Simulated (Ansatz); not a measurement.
## 1T (CdI2-type) PtTe₂

Calculation: LDA in Ansatz (plane waves, PAW).

Settings: plane-wave cutoff 520 eV, 12×12×8 k mesh (along the axes of the cell as run), Fermi–Dirac smearing 0.1 eV, perturbation theory, force constants from a 6×6×2 q mesh, scalar-relativistic PAW data made under PBE.

Cell: relaxed at this level.

```
Quantity                  Result
-----------------  -------------
zero-point energy  0.023 eV/atom
```

Spin–orbit coupling is not included.

The result took about 110 core-minutes (a rough figure).

Ansatz is a first-principles code.
